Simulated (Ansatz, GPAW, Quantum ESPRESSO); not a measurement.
## Code comparison for ScOF (P4/nmm, 6 atoms in the cell)

Self-consistent single point.

```
ScOF
1.0
    3.62752     0.00000     0.00000
    0.00000     3.62752     0.00000
    0.00000     0.00000     5.17220
Sc O F
2 2 2
Direct
  0.50000   0.00000   0.70585
  0.00000   0.50000   0.29415
  0.00000   0.00000   0.50000
  0.50000   0.50000   0.50000
  0.50000   0.50000   0.00000
  0.00000   0.00000   0.00000
```

Shared settings, as Ansatz (a program for electronic structure) writes them: kpoints.mp_grid.grid = 5 5 4; scf.occupations.method = fixed. Potentials and cutoffs stand in the table.

```tsv
code	model	pressure (GPa)	largest force (eV/Å)	gap on the mesh (eV)	cutoff
GPAW	LDA (Perdew-Wang 92), GPAW PAW datasets LDA (gpaw-data 1.0.1)	–	0.248	4.260	900 eV
Quantum ESPRESSO	LDA (PW92), PseudoDojo standard norm-conserving (LDA) pseudopotentials	-12.41	0.229	4.282	85 Ry
Ansatz	LDA (PW92), PAW files made with PBE	-12.70	0.224	4.261	default
```

A dash marks a value that a program does not give, or that is left out as unsure.

Gaps are read on the mesh.

The spread over the programs that give each value: pressure within 0.29 GPa; largest force within 0.024 eV/Å; gap on the mesh within 0.022 eV.

Ansatz's pressure is given at a fixed set of plane waves, as the other plane-wave codes print theirs; with its correction for the finite basis it is -12.09 GPa (the shift of 0.61 GPa shows how far the cutoff is from converged). The pressure of GPAW is left out: its cutoff lies under the one at which its stress was checked.

On the base mesh (7 7 5) the same programs gave: Ansatz pressure -12.70 GPa, gap on the mesh 4.275 eV; Quantum ESPRESSO pressure -12.41 GPa, gap on the mesh 4.295 eV; GPAW gap on the mesh 4.274 eV.

The starting cell comes from a database of computed structures (which also holds hypothetical and non-ambient phases and stackings), without a prior relaxation at this level.

Left out of this page: CP2K (on another mesh).

Keys are those of Ansatz 0.2.
